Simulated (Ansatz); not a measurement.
Take BeTe in the zinc blende structure (space group F-43m, No. 216; a = 5.657 Å) as the base.

Perturbation: an isotropic linear strain of −2.50 %; the atoms relax in the strained cell.

Computed with Ansatz (an electronic-structure program), r2SCAN, PAW, cutoff 500 eV, no spin-orbit coupling.

Base, band edges from the VBM (valence, conduction): X -2.69, 2.37; W -3.23, 5.68; L -1.15, 3.51; Γ 0.00, 4.04; K -2.27, 3.10; U -2.27, 3.10 eV.

Task: Give the band edges at the high-symmetry points of the new zone, measured from its valence-band maximum.

Result: 
```tsv
point	valence edge (eV)	conduction edge (eV)
Γ	0.00	3.96
X	-3.00	2.18
U	-2.53	2.98
K	-2.53	2.98
L	-1.28	3.73
W	-3.62	5.72
```

The gap is 2.18 eV, indirect, Γ → X.

With Te present, leaving out spin-orbit coupling can change the band edges. Whether these cells are dynamically stable was not tested.
